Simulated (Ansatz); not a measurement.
Ansatz (a program for electronic structure) is run on SbRh (Pnma, 8 atoms in the cell), and the run fails. The aim is a self-consistent single point with DFT, PBEsol, plane waves, default PAW files made with PBE.

Cell that was meant: a = 5.9718 Å, b = 3.8621 Å, c = 6.3242 Å, α = 90.00°, β = 90.00°, γ = 90.00°.

Part of the input:

Ansatz 0.2 input:
```yaml
  lattice:
    - [5.97180000, 0.00000000, 0.00000000]
    - [0.00000000, 3.86210000, 0.00000000]
    - [5.97180000, 3.86210000, 0.00000000]
  atoms:
    - { symbol: Rh, position: [0.00530000, 0.25000000, 0.19420000] }
    - { symbol: Rh, position: [0.49470000, 0.75000000, 0.69420000] }
    - { symbol: Rh, position: [0.50530000, 0.25000000, 0.30580000] }
    - { symbol: Rh, position: [0.99470000, 0.75000000, 0.80580000] }
    - { symbol: Sb, position: [0.19490000, 0.25000000, 0.59150000] }
    - { symbol: Sb, position: [0.30510000, 0.75000000, 0.09150000] }
    - { symbol: Sb, position: [0.69490000, 0.25000000, 0.90850000] }
    - { symbol: Sb, position: [0.80510000, 0.75000000, 0.40850000] }
basis:
  ecutwfc: 30.9 Ry
kpoints:
```

Output, abridged:

```
Error: invalid value for `crystal.lattice`: the lattice is degenerate (Ω = 0 Å³): its volume is under 1e-10 Å³
```

### Question
From the messages shown, name the fault and mend the input.

### Answer
The fault is linearly dependent lattice vectors. Three vectors in one plane span no volume, and the reciprocal lattice does not exist. To fix it, correct the lattice vector. The program stopped before any SCF iteration.

An input that runs soundly differs in these lines (not the only fix; some lines may just follow from the change or write a value another way):
```diff
-    - [5.97180000, 3.86210000, 0.00000000]
+    - [0.00000000, 0.00000000, 6.32420000]
```

With that input, the run converged in 7 iterations: free energy E − TS (on the zero of these files) -50991.3405 eV; Fermi level (on the code's own zero) 17.39 eV; pressure 0.12 GPa; largest force (vector length) 0.122 eV/Å (DFT, PBEsol, plane waves, default PAW files made with PBE).

On the sound input: the starting cell comes from a database of published, mostly measured structures (it also holds non-ambient and calculated ones), without a prior relaxation at this level. Spin polarisation is off. Ansatz's pressure includes its estimate of the finite-basis (Pulay) stress.
